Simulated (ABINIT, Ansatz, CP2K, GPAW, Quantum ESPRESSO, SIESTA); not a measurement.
## Code comparison for Al2Pt (Fm-3m, 3 atoms in the cell)

Self-consistent single point.

```yaml
crystal:
  lattice:
    - [0.00000, 2.98486, 2.98486]
    - [2.98486, 0.00000, 2.98486]
    - [2.98486, 2.98486, 0.00000]
  atoms:
    - { symbol: Al, position: [0.25000, 0.25000, 0.25000] }
    - { symbol: Al, position: [0.75000, 0.75000, 0.75000] }
    - { symbol: Pt, position: [0.00000, 0.00000, 0.00000] }
```

Shared settings, as Ansatz (a first-principles code) writes them: kpoints.mp_grid.grid = 7 7 7; scf.occupations.method = gaussian; scf.occupations.width = 0.136 eV. Potentials and cutoffs stand in the table.

```json
[
 {"code": "GPAW", "model": "LDA (Perdew-Wang 92), GPAW PAW datasets LDA (gpaw-data 1.0.1)", "pressure (GPa)": "-7.17", "cutoff": "600 eV"},
 {"code": "Quantum ESPRESSO", "model": "LDA (PZ), PSlibrary ultrasoft (LDA) pseudopotentials", "pressure (GPa)": "-7.23", "cutoff": "45 Ry"},
 {"code": "Ansatz", "model": "LDA (PW92), default PAW files made with PBE", "pressure (GPa)": "-7.56", "cutoff": "420 eV"},
 {"code": "ABINIT", "model": "LDA (PW92), norm-conserving pseudopotentials (PseudoDojo nc-sr-04 LDA standard)", "pressure (GPa)": "-7.81", "cutoff": "1143 eV"},
 {"code": "SIESTA", "model": "LDA PW92, numerical atomic orbitals DZP, PseudoDojo LDA standard norm-conserving potentials (rewritten from UPF to PSML)", "pressure (GPa)": "-7.24", "cutoff": "grid 350 Ry"},
 {"code": "CP2K", "model": "LDA (Pade form), GPW, TZVP-MOLOPT-SR-GTH basis, GTH-PADE potentials (GTH_POTENTIALS)", "pressure (GPa)": "-8.78", "cutoff": "grid 500 Ry"}
]
```

On Ansatz's run: spin-orbit coupling is off. Spin polarisation is off.

The spread over the programs that give each value: pressure within 1.61 GPa.

SIESTA and CP2K use small atom-centred bases, whose incompleteness enters pressures, forces and empty levels differently from a plane-wave cutoff. Ansatz's pressure is given at a fixed set of plane waves, as the other plane-wave codes print theirs; with its correction for the finite basis it is -7.51 GPa. The same LDA comes in different parametrisations, which differ slightly. In the pressure, CP2K (by 1.38) lies more than 1 GPa from the median of the plane-wave programs.

The starting cell comes from a database of computed structures (which also holds hypothetical and non-ambient phases and stackings), without a prior relaxation at this level. Its lattice was rescaled by a random factor within 2.5 % of one.

Left out of this page: Elk and FLEUR (not drawn, or without a comparable value).

Keys are those of Ansatz 0.2.
